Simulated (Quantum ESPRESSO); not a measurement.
A user runs Quantum ESPRESSO on ZnCu2SnS4 (Pmn2_1, 16 atoms in the cell) and asks whether the run is sound. The aim is a self-consistent single point with DFT, LDA (PZ), plane waves, PSlibrary PAW (LDA) pseudopotentials.

Cell that was meant: a = 7.7276 Å, b = 6.6883 Å, c = 6.3747 Å, α = 90.00°, β = 90.00°, γ = 90.00°.

Part of the input:

```fortran
    conv_thr = 1.0e-11
/
ATOMIC_SPECIES
Zn    65.3800  Cu.pz-dn-kjpaw_psl.1.0.0.UPF
Cu    63.5460  Zn.pz-dn-kjpaw_psl.1.0.0.UPF
Sn   118.7100  Sn.pz-dn-kjpaw_psl.1.0.0.UPF
S     32.0600  S.pz-n-kjpaw_psl.1.0.0.UPF
ATOMIC_POSITIONS alat
Zn  0.5000000000    0.7273567418    0.4130761566
Zn  0.0000000000    0.1381526013    0.0006104492
Cu  0.2476200000    0.2857479096    0.4105848637
Cu  0.2523800000    0.5797614335    0.8230505710
Cu  0.7523800000    0.2857479096    0.4105848637
Cu  0.7476200000    0.5797614335    0.8230505710
Sn  0.5000000000    0.1468336601    0.0005692027
Sn  0.0000000000    0.7186756831    0.4130349100
S   0.2406000000    0.2986353438    0.1106233027
S   0.2594000000    0.5668739994    0.5230890100
S   0.7594000000    0.2986353438    0.1106233027
S   0.7406000000    0.5668739994    0.5230890100
S   0.5000000000    0.1536192533    0.5046270450
S   0.0000000000    0.7118900898    0.0921613376
S   0.5000000000    0.7106956869    0.1058551991
S   0.0000000000    0.1548136562    0.5183209065
K_POINTS automatic
3 4 4  1 1 1
CELL_PARAMETERS bohr
```

Output (repeated stretches shortened):

```
     file Cu.pz-dn-kjpaw_psl.1.0.0.UPF: wavefunction(s)  4S 3D renormalized
   [... lines left out ...]
        k(    6) = (  -0.5000000   0.1444236   0.4545832), wk =   0.1666667
        k(    7) = (  -0.5000000   0.4332709   0.1515277), wk =   0.1666667
        k(    8) = (  -0.5000000   0.4332709   0.4545832), wk =   0.1666667

     Dense  grid:   225153 G-vectors     FFT dimensions: (  90,  75,  72)

     Smooth grid:   122575 G-vectors     FFT dimensions: (  72,  60,  60)

     Initial potential from superposition of free atoms

     starting charge     145.9866, renormalised to     146.0000
     Self-consistent Calculation

     iteration #  1     ecut=    55.00 Ry     beta= 0.70

     Threshold (ethr) on eigenvalues was too large:
     Diagonalizing with lowered threshold

     total energy              =   -2743.05159571 Ry
     estimated scf accuracy    <       0.47690593 Ry

     iteration #  2     ecut=    55.00 Ry     beta= 0.70

     total energy              =   -2743.07456167 Ry
     estimated scf accuracy    <       0.51383134 Ry

     iteration #  3     ecut=    55.00 Ry     beta= 0.70

     total energy              =   -2743.18598976 Ry
     estimated scf accuracy    <       0.27156102 Ry

   [... 10 blocks of this kind left out ...]

     iteration # 14     ecut=    55.00 Ry     beta= 0.70

     total energy              =   -2743.22761963 Ry
     estimated scf accuracy    <          5.4E-11 Ry

     iteration # 15     ecut=    55.00 Ry     beta= 0.70
     End of self-consistent calculation

     the Fermi energy is     7.9299 ev

!    total energy              =   -2743.22761963 Ry
     estimated scf accuracy    <          7.2E-12 Ry
     smearing contrib. (-TS)   =      -0.00727507 Ry
     internal energy E=F+TS    =   -2743.22034456 Ry

     convergence has been achieved in  15 iterations

     Forces acting on atoms (cartesian axes, Ry/au):

     atom    1 type  1   force =     0.00000000   -0.00405584   -0.00020954
     atom    2 type  1   force =     0.00000000    0.00405584   -0.00020954
     atom    3 type  2   force =     0.00118688    0.00860570   -0.00096256
     atom    4 type  2   force =    -0.00118688   -0.00860570   -0.00096256
   [... lines left out ...]

     Total force =     0.143542     Total SCF correction =     0.000010

          total   stress  (Ry/bohr**3)                   (kbar)     P=      -14.56
  -0.00012107   0.00000000   0.00000000          -17.81        0.00        0.00
   0.00000000  -0.00008630   0.00000000            0.00      -12.70        0.00
   0.00000000   0.00000000  -0.00008961            0.00        0.00      -13.18

   JOB DONE.
```

**Question.** Can these results be used? Check the input.

**Answer.** The run is not sound. The fault is potential files assigned to the wrong elements. Each file describes one element; swapped files give the atoms the wrong cores and charges. To fix it, match the files to the elements. The run converged in 15 iterations without an error; against the sound input the pressure goes from -6.90 to -1.46 GPa and the largest force goes from 0.213 to 1.470 eV/Å.

On the sound input: the starting cell comes from a database of computed structures (which also holds hypothetical and non-ambient phases and stackings), without a prior relaxation at this level. Spin polarisation is off. With a pressure of about -7 GPa the cell is away from its equilibrium volume at this level. The run gives no clean gap (levels at the Fermi energy touch, overlap or are partly filled at this smearing), which alone does not show that the compound is a metal.
